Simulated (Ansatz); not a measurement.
The structure below was relaxed with r2SCAN+rVV10 in Ansatz (plane waves to 500 eV, PAW, no spin-orbit coupling).

Space group R-3m, hexagonal axes (No. 166); a = 4.394 Å, b = 4.394 Å, c = 31.389 Å, α = 90.00°, β = 90.00°, γ = 120.00°

```
atom  site  symmetry       x       y       z
----  ----  --------  ------  ------  ------
Bi      6c        3m  0.0000  0.0000  0.3983
Te      3a       -3m  0.0000  0.0000  0.0000
Te      6c        3m  0.0000  0.0000  0.2138
```

Write out a cell with all atoms.


```xyz
15
Lattice="4.3944 0.0000 0.0000 -2.1972 3.8057 0.0000 0.0000 0.0000 31.3895" Properties=species:S:1:pos:R:3 pbc="T T T"
Bi     2.1972     1.2686    22.9666
Bi     2.1972     1.2686    29.3491
Te     0.0000     0.0000     0.0000
Te     0.0000     2.5371    27.6367
Te     0.0000     0.0000    24.6791
Bi     0.0000     2.5371     2.0403
Bi     0.0000     2.5371     8.4228
Te     2.1972     1.2686    10.4632
Te     0.0000     0.0000     6.7104
Te     2.1972     1.2686     3.7528
Bi     0.0000     0.0000    12.5035
Bi     0.0000     0.0000    18.8860
Te     0.0000     2.5371    20.9263
Te     2.1972     1.2686    17.1735
Te     0.0000     2.5371    14.2160
```
This is the conventional cell.

No phonon test of stability was made. The cell was made from Bi2Se3 by this change: Se → Te.

Ansatz is a first-principles code.
